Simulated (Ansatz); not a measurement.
An Ansatz (a program for electronic structure) input (PBE/PAW in Ansatz, spin-orbit coupling left out):

Ansatz 0.2 input:
```yaml
crystal:
  lattice:
    - [0, 4.5478882406, 4.5478882406]
    - [4.5478882406, 0, 4.5478882406]
    - [4.5478882406, 4.5478882406, 0]
  atoms:
    - { symbol: N, position: [0, 0, 0] }
    - { symbol: N, position: [0, 0, 0.5] }
    - { symbol: N, position: [0, 0.5, 0] }
    - { symbol: N, position: [0, 0.5, 0.5] }
    - { symbol: N, position: [0.5, 0, 0] }
    - { symbol: N, position: [0.5, 0, 0.5] }
    - { symbol: N, position: [0.5, 0.5, 0] }
    - { symbol: N, position: [0.5, 0.5, 0.5] }
    - { symbol: Hf, position: [0.25, 0.25, 0.25] }
    - { symbol: Hf, position: [0.25, 0.25, 0.75] }
    - { symbol: Hf, position: [0.25, 0.75, 0.25] }
    - { symbol: Hf, position: [0.25, 0.75, 0.75] }
    - { symbol: Hf, position: [0.75, 0.25, 0.25] }
    - { symbol: Hf, position: [0.75, 0.25, 0.75] }
    - { symbol: Hf, position: [0.75, 0.75, 0.25] }
    - { symbol: Hf, position: [0.75, 0.75, 0.75] }
    - { symbol: H, position: [0, 0, 0.25] }
basis: { ecutwfc: 420, ecutrho_ratio: 4, xc_grid: 2, fft_grid_basis: typed }
kpoints: { mp_grid: { grid: [7, 7, 7] } }
hamiltonian:
  xc: pbe
  dispersion: none
  pseudopotentials: { kind: paw }
scf: { occupations: { method: fermi_dirac, width: 0.05 }, convergence: { dr2_threshold: 0.0000000017 } }
relax: { f_tol: 0.02, max_steps: 45 }
output: { forces: true, stress: true }
checkpoint: { write: state.ck, write_every: 1000 }
```

### Question
Which symmetry and how many k-points will the program report, and about how many plane waves at Γ?

### Answer
Space group Immm (ITA 71) with 8 operations, k-points 64 of 343, and 3695 plane waves at Γ.

### Question
And the final pressure?

### Answer
6.92 GPa (compression positive).

In so small a cell the defect repeats every few ångströms: this is an ordered compound, not a dilute defect. The defect started on the symmetric site and kept its symmetry, so it may sit on a saddle. All final runs are without spin polarisation. The cell was made from HfN in the rock salt structure (space group Fm-3m, No. 225) by this change: H interstitial (started 1.61 Å from the nearest host atom). The defect cell is not spin-polarised.
